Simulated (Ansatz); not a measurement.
The parent structure is GaAs in the zinc blende structure (space group F-43m, No. 216; a = 5.666 Å). Axes: x, y, z lie along the cube axes.

It is then changed as follows: compressive biaxial strain of 2.92 % in the plane normal to [001], as in epitaxy on a mismatched substrate; the out-of-plane cell vector and the atoms relax.

All numbers come from Ansatz (a program for electronic structure) r2SCAN, spin-orbit coupling left out, earlier PAW set.

Give the band edges at the high-symmetry points of the new zone, measured from its valence-band maximum.


```json
[
 {"point": "Γ", "valence edge (eV)": "0.00", "conduction edge (eV)": "1.11"},
 {"point": "X", "valence edge (eV)": "-3.09", "conduction edge (eV)": "1.48"},
 {"point": "P", "valence edge (eV)": "-3.68", "conduction edge (eV)": "4.62"},
 {"point": "N", "valence edge (eV)": "-1.10", "conduction edge (eV)": "1.29"},
 {"point": "M", "valence edge (eV)": "-2.73", "conduction edge (eV)": "1.86"},
 {"point": "S", "valence edge (eV)": "-2.18", "conduction edge (eV)": "2.57"},
 {"point": "S₀", "valence edge (eV)": "-2.18", "conduction edge (eV)": "2.57"},
 {"point": "R", "valence edge (eV)": "-3.69", "conduction edge (eV)": "4.64"},
 {"point": "G", "valence edge (eV)": "-3.69", "conduction edge (eV)": "4.64"}
]
```

The gap is 1.11 eV, direct at Γ.

No phonon test of stability was made. Labels are those of the standard path for the cell's own space group.
